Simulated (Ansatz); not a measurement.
Results of r²SCAN in Ansatz (PAW) for rock-salt NaH.

Run with plane-wave cutoff 560 eV, 12×12×12 k mesh, Fermi–Dirac smearing 0.01 eV, scalar-relativistic PAW data made under PBE.

Pressure at four volumes; x = ln(V/13.780 Å³). One pressure is withheld.

| V (Å³/atom) | x | P (GPa) |
|---|---|---|
| 12.953 | -0.0619 | ? |
| 13.229 | -0.0408 | 1.069 |
| 13.780 | 0.0000 | -0.005 |
| 14.607 | 0.0583 | -1.278 |

**Question.** Pass a parabola P(x) through the three rows shown, estimate the bulk modulus and its pressure derivative near zero pressure, and predict the withheld pressure.

**Answer.** Slopes between the rows: (-0.005 − (1.069))/(0.0000 − (-0.0408)) = -26.32 and (-1.278 − (-0.005))/(0.0583 − (0.0000)) = -21.84 GPa. Their difference over the span 0.0991 is c = 4.48/0.0991 = 45.2 GPa, so P(x) = 1.069 + (-26.32)(x − (-0.0408)) + 45.2 (x − (-0.0408))(x − (0.0000)). At the middle row B = −dP/dx = −[-26.32 + 45.2 × 0.0408] = 24.5 GPa, and B′ = dB/dP = 2c/B = 3.7. At x = -0.0619 the parabola gives 1.683 GPa; the run gives 1.689 GPa. The Birch–Murnaghan fit to the energies at all volumes has B0 = 24.4 GPa and B′ = 3.8.

Measured, for comparison: bulk modulus 19.4 ± 2 GPa (room temperature, no zero-point or thermal correction; as tabulated in High-pressure studies of NaH to 54 GPa). Computed less measured: bulk modulus +26 % (against room or unstated temperature, where such soft solids are markedly softer).

Ansatz is a quantum-chemistry and plane-wave program.
